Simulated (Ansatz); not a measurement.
An Ansatz (a program for electronic structure) run: SrTiO3 with a change (tensor shear ε_xy = +0.67 %); LDA (Ansatz; PAW; 420 eV plane waves; scalar-relativistic without spin-orbit coupling).

Input:

Ansatz 0.2 input:
```yaml
crystal:
  lattice:
    - [3.8541762585, 0.0258229809, 0]
    - [0.0258229809, 3.8541762585, 0]
    - [0, 0, 3.8541762585]
  atoms:
    - { symbol: Sr, position: [0, 0, 0] }
    - { symbol: Ti, position: [0.5, 0.5, 0.5] }
    - { symbol: O, position: [0.5, 0, 0.5] }
    - { symbol: O, position: [0, 0.5, 0.5] }
    - { symbol: O, position: [0.5, 0.5, 0] }
basis: { ecutwfc: 420, ecutrho_ratio: 4, xc_grid: 2, fft_grid_basis: typed }
kpoints: { mp_grid: { grid: [9, 9, 9] } }
hamiltonian:
  xc: lda
  dispersion: none
  pseudopotentials: { kind: paw }
scf: { occupations: { method: fermi_dirac, width: 0.05 }, convergence: { dr2_threshold: 0.0000000005 } }
relax: { f_tol: 0.005, max_steps: 50 }
output: { forces: true, stress: true }
checkpoint: { write: state.ck, write_every: 1000 }
```

Output (explanatory and most iteration lines left out):

```
Relaxation: its limit of steps is 50 (relax.max_steps)
Pseudopotential: Sr, paw, valence charge 10
Pseudopotential: Ti, paw, valence charge 12
Pseudopotential: O, paw, valence charge 6
Crystal: 5 atoms, lattice volume = 57.250 Å³
Basis set: ecut = 420 eV, 1145 PW (Γ), exchange–correlation on 54×54×54 points (8 copies of the dense FFT grid, shifted against one another)
Bands: 25, of which v1, the nominal top of the filled ones, is band 20 counted from 1 (19 counted from 0)
Symmetry: 8 space group operations
Space group: Cmmm (ITA 65), of the structure as read, at distance tolerance 3.9e-5 Å
k-points: 125 of 729
Functional: x = slater, c = lda
SCF iter   1: F=—  HF=-7569.461073 eV  |F-HF|=—  |Δ(HF+E_count)|=         —  Δρ=1.89e-2  dr2=1.89e-1  ethr=1.77e-3  ⟨swp⟩=6.8  Hψ=16214  notcnv=0
SCF iter   2: F=—  HF=-7569.425527 eV  |F-HF|=—  |Δ(HF+E_count)|=   3.55e-2  Δρ=5.93e-3  dr2=2.15e-2  ethr=4.72e-4  ⟨swp⟩=2.1  Hψ=5513  notcnv=0  defer=93
SCF 1 converged in 8 iterations: F = -7569.421170 eV  dr2 = 1.21e-10
relax step   1: F+E_penalty+E_count = -7569.42116964 eV  Δ(F+E_penalty+E_count) = +0.000e0 eV  max|allowed force component| = 1.868e-28 eV/Å  Δτ_max = 0.0000 Å  (8 SCF iters, accepted)
SCF converged after 8 iterations
Free energy (F): -7569.421170 eV
Internal energy: -7569.421170 eV  (E = F + TS)
E sigma→0 (E₀):  -7569.421170 eV
Fermi energy:    11.111412 eV
--- Forces (eV/Å), atoms counted from 1 ---
  atom   1  Sr    -0.00000000     0.00000000     0.00000000
  atom   2  Ti     0.00000000     0.00000000    -0.00000000
  atom   3  O      0.00000000    -0.00000000    -0.00000000
  atom   4  O      0.00000000     0.00000000     0.00000000
  atom   5  O     -0.00000000     0.00000000    -0.00000000
--- Stress (GPa, compression-positive) ---
        0.016775      -1.597051       0.000000
       -1.597051       0.016775       0.000000
        0.000000       0.000000       0.009730
  P = ⅓ Tr σ = 0.0144 GPa (0.144 kbar)
--- Relaxed structure (1 steps of the walk, 1 accepted, 0 SCFs on fresh bases) ---
  atoms:
    - { symbol: Sr, position: [0.0, 0.0, 0.0] }
    - { symbol: Ti, position: [0.49999999999999994, 0.49999999999999994, 0.49999999999999994] }
    - { symbol: O, position: [0.4999999999999999, -4.336808689942018e-19, 0.49999999999999994] }
    - { symbol: O, position: [-4.336808689942018e-19, 0.4999999999999999, 0.49999999999999994] }
    - { symbol: O, position: [0.49999999999999994, 0.49999999999999994, 0.0] }
```

The cells carry an imposed strain or load. Whether these cells are dynamically stable was not tested. The final runs are not spin-polarised. The cell was made from SrTiO3 in the cubic perovskite structure (space group Pm-3m, No. 221) by this change: tensor shear ε_xy = +0.67 %. Many cubic perovskites are stable only at high temperature; tilts and polar distortions were not tested.
